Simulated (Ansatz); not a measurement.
The reference is KTaO₃ in the cubic perovskite structure (space group Pm-3m, No. 221; a = 4.023 Å).

The change: a hydrostatic pressure of 45 GPa.

Levels (all Ansatz, a quantum-chemistry and plane-wave program, PAW, earlier PAW set): PBE (420 eV, scalar-relativistic without spin-orbit coupling); r2SCAN (500 eV, spin-orbit coupling left out); HSE06 (420 eV, scalar-relativistic without spin-orbit coupling); PBE+SOC (420 eV, spin-orbit coupling included).

One geometry, relaxed with PBE, under each level:

Notes on the quantities. electron mass: degenerate bands, along [100]; hole mass: degenerate bands, along [100].

```tsv
level	band gap	lowest conduction level above the VBM at special points	electron mass	hole mass	pressure
PBE	2.52 eV	Γ 2.52 eV; X 2.76 eV; M 6.10 eV; R 7.87 eV	–	–	45.00 GPa
r2SCAN	2.98 eV	Γ 2.98 eV; X 3.21 eV; M 6.56 eV; R 8.37 eV	–	–	39.91 GPa
HSE06	3.95 eV	Γ 3.95 eV; X 4.20 eV; M 7.79 eV	–	–	–
PBE+SOC	2.40 eV	Γ 2.40 eV; X 2.75 eV; M 5.96 eV; R 7.72 eV	0.24, 0.66 mₑ (at Γ)	0.92, 2.5 mₑ (at R)	44.71 GPa
```

Single points use the geometry relaxed with PBE. Their cutoffs differ, which shifts pressures a little. HSE06 gaps are upper bounds (no full band path). The spin-orbit shifts are approximate. With Ta present, leaving out spin-orbit coupling can change the band edges. Load acts through the strain it causes; cell and atoms are relaxed under it. Effective masses come from finite differences of ±0.01 Å⁻¹. Stability against distortions was not tested. No other phases were tried under pressure.
